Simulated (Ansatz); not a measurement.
# BeS (model structure, started from the rocksalt type, Fm-3m, No. 225, 2 atoms in the cell)

Level of theory: r²SCAN (Ansatz, a program for electronic structure, PAW).

Settings: plane-wave cutoff 560 eV, 12×12×12 k mesh, Fermi–Dirac smearing 0.01 eV, scalar-relativistic PAW data made under PBE.

Cell (relaxed with PBEsol):

```yaml
crystal:
  lattice:
    - [0.00000, 2.29492, 2.29492]
    - [2.29492, 0.00000, 2.29492]
    - [2.29492, 2.29492, 0.00000]
  atoms:
    - { symbol: S, position: [0.00000, 0.00000, 0.00000] }
    - { symbol: Be, position: [0.50000, 0.50000, 0.50000] }
```

```yaml
band_gap: 1.34 eV (indirect)
smallest_direct_gap_on_the_k_points_sampled: 4.74 eV
direct gap at Γ: 6.85 eV
```

Note: the relaxation could raise the start's symmetry but not lower it, so the cell can be a saddle point; cell and atoms aren't relaxed at this level (pressure 3.4 GPa).

Computed values are for the static lattice.

A model structure was made by putting elements into a prototype or built by hand; it is no filed structure, need not be a known phase, and can be a saddle point held by its symmetry.
